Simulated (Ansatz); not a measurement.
L1₂ (Cu3Au-type) Ni₃Al, treated with PBE0 (Ansatz, an electronic-structure program, PAW).

Total energies, extrapolated to zero smearing (they compare only within this program, potentials and cutoff):

Magnetic elements are taken in their magnetic phases.

```
system                           energy (eV/atom)
-------------------------------  ----------------
L1₂ (Cu3Au-type) Ni₃Al, relaxed        -4513.3193
fcc Al                                  -537.9820
fcc Ni                                 -5837.7666
```

Question: Work out the formation enthalpy per atom.

Answer: ΔH_f ≈ ΔE = -4513.3193 − [1 × (-537.9820) + 3 × (-5837.7666)]/4 = -0.499 eV/atom (0 K, no vibrations). The reference value is -0.420 ± 0.02 eV/atom (measured, 298 K, copied from a table, unchecked, not corrected to a static lattice; as tabulated in Wang et al. (2021), doi:10.1038/s41598-021-94550-5), a difference of -0.079 eV/atom.

The PAW data were made under PBE.

The crystal was run with parallel moments.
